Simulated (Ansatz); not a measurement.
This Ansatz (a quantum-chemistry and plane-wave program) input is the reference run, a 16-atom supercell of Be in the hcp (Mg type) structure (space group P6_3/mmc, No. 194) at its relaxed geometry, computed with Ansatz, r2SCAN, PAW, cutoff 500 eV, spin-orbit coupling left out:

Ansatz 0.2 input:
```yaml
crystal:
  lattice:
    - [4.5274233904, 0, -3.5638900973]
    - [-2.2637116952, 3.9208636698, 0]
    - [4.5274233904, 0, 3.5638900973]
  atoms:
    - { symbol: Be, position: [0.7083333333, 0.3333333333, 0.4583333333] }
    - { symbol: Be, position: [0.7083333333, 0.8333333333, 0.4583333333] }
    - { symbol: Be, position: [0.9583333333, 0.3333333333, 0.7083333333] }
    - { symbol: Be, position: [0.9583333333, 0.8333333333, 0.7083333333] }
    - { symbol: Be, position: [0.2083333333, 0.3333333333, 0.9583333333] }
    - { symbol: Be, position: [0.2083333333, 0.8333333333, 0.9583333333] }
    - { symbol: Be, position: [0.4583333333, 0.3333333333, 0.2083333333] }
    - { symbol: Be, position: [0.4583333333, 0.8333333333, 0.2083333333] }
    - { symbol: Be, position: [0.0416666667, 0.1666666667, 0.2916666667] }
    - { symbol: Be, position: [0.0416666667, 0.6666666667, 0.2916666667] }
    - { symbol: Be, position: [0.2916666667, 0.1666666667, 0.5416666667] }
    - { symbol: Be, position: [0.2916666667, 0.6666666667, 0.5416666667] }
    - { symbol: Be, position: [0.5416666667, 0.1666666667, 0.7916666667] }
    - { symbol: Be, position: [0.5416666667, 0.6666666667, 0.7916666667] }
    - { symbol: Be, position: [0.7916666667, 0.1666666667, 0.0416666667] }
    - { symbol: Be, position: [0.7916666667, 0.6666666667, 0.0416666667] }
basis: { ecutwfc: 500, ecutrho_ratio: 4, xc_grid: 4, fft_grid_basis: typed }
kpoints: { mp_grid: { grid: [9, 9, 9] } }
hamiltonian:
  xc: r2scan
  dispersion: none
  pseudopotentials: { kind: paw }
scf: { occupations: { method: fermi_dirac, width: 0.05 }, convergence: { dr2_threshold: 0.0000000016 } }
output: { forces: true, stress: true }
checkpoint: { write: state.ck, write_every: 1000 }
```

**Question.** Write the input for this change: a neutral Li interstitial (started 1.58 Å from the nearest host atom), symmetric start, atoms relaxed at fixed cell.

**Answer.** 
Ansatz 0.2 input:
```yaml
crystal:
  lattice:
    - [4.5274233904, 0, -3.5638900973]
    - [-2.2637116952, 3.9208636698, 0]
    - [4.5274233904, 0, 3.5638900973]
  atoms:
    - { symbol: Be, position: [0.7083333333, 0.3333333333, 0.4583333333] }
    - { symbol: Be, position: [0.7083333333, 0.8333333333, 0.4583333333] }
    - { symbol: Be, position: [0.9583333333, 0.3333333333, 0.7083333333] }
    - { symbol: Be, position: [0.9583333333, 0.8333333333, 0.7083333333] }
    - { symbol: Be, position: [0.2083333333, 0.3333333333, 0.9583333333] }
    - { symbol: Be, position: [0.2083333333, 0.8333333333, 0.9583333333] }
    - { symbol: Be, position: [0.4583333333, 0.3333333333, 0.2083333333] }
    - { symbol: Be, position: [0.4583333333, 0.8333333333, 0.2083333333] }
    - { symbol: Be, position: [0.0416666667, 0.1666666667, 0.2916666667] }
    - { symbol: Be, position: [0.0416666667, 0.6666666667, 0.2916666667] }
    - { symbol: Be, position: [0.2916666667, 0.1666666667, 0.5416666667] }
    - { symbol: Be, position: [0.2916666667, 0.6666666667, 0.5416666667] }
    - { symbol: Be, position: [0.5416666667, 0.1666666667, 0.7916666667] }
    - { symbol: Be, position: [0.5416666667, 0.6666666667, 0.7916666667] }
    - { symbol: Be, position: [0.7916666667, 0.1666666667, 0.0416666667] }
    - { symbol: Be, position: [0.7916666667, 0.6666666667, 0.0416666667] }
    - { symbol: Li, position: [0, 0, 0] }
basis: { ecutwfc: 500, ecutrho_ratio: 4, xc_grid: 4, fft_grid_basis: typed }
kpoints: { mp_grid: { grid: [9, 9, 9] } }
hamiltonian:
  xc: r2scan
  dispersion: none
  pseudopotentials: { kind: paw }
scf: { occupations: { method: fermi_dirac, width: 0.05 }, convergence: { dr2_threshold: 0.0000000017 } }
relax: { f_tol: 0.02, max_steps: 45 }
output: { forces: true, stress: true }
checkpoint: { write: state.ck, write_every: 1000 }
```
This is the input that was run; other choices of cell and start would serve too.

In so small a cell the defect repeats every few ångströms: this is an ordered compound, not a dilute defect. The defect started on the symmetric site and kept its symmetry, so it may sit on a saddle. The defect cell is not spin-polarised.
